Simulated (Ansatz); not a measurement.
The cell is built on a prototype and need not be the phase stable at ambient conditions.

Inside the gap of an insulator the Bloch states are evanescent, with a wavenumber k + iκ along the transport direction.

Input:

```yaml
crystal:
  lattice:
    - [3.24663, 0.00000, 0.00000]
    - [0.00000, 10.28438, 0.00000]
    - [1.62331, 0.00000, 2.81166]
  atoms:
    - { symbol: P, position: [0.33333, 0.93938, 0.33333] }
    - { symbol: P, position: [0.66667, 0.43938, 0.66667] }
    - { symbol: P, position: [0.66667, 0.06062, 0.66667] }
    - { symbol: P, position: [0.33333, 0.56062, 0.33333] }
```

Space group of this cell: P6_3/mmc. The cell was relaxed by PBE-D3(BJ); by r2SCAN its mean pressure is 0.9 GPa.

Transport runs along the normal of the first two printed cell vectors.

No gap correction and no spin-orbit coupling; mid-gap values are interpolated between computed energies.

Problem. Estimate the band gap and the smallest decay constant κ at mid-gap that r2SCAN run with Ansatz (a first-principles code) returns for this system.

Solution. Gap 1.19 eV on a 10×4×10 mesh; κ = 0.153 1/Å, at (0.400, 0.000) of the in-plane reciprocal vectors. At the zone centre, at the nearest computed energy, the slowest state has κ = 0.17 1/Å.
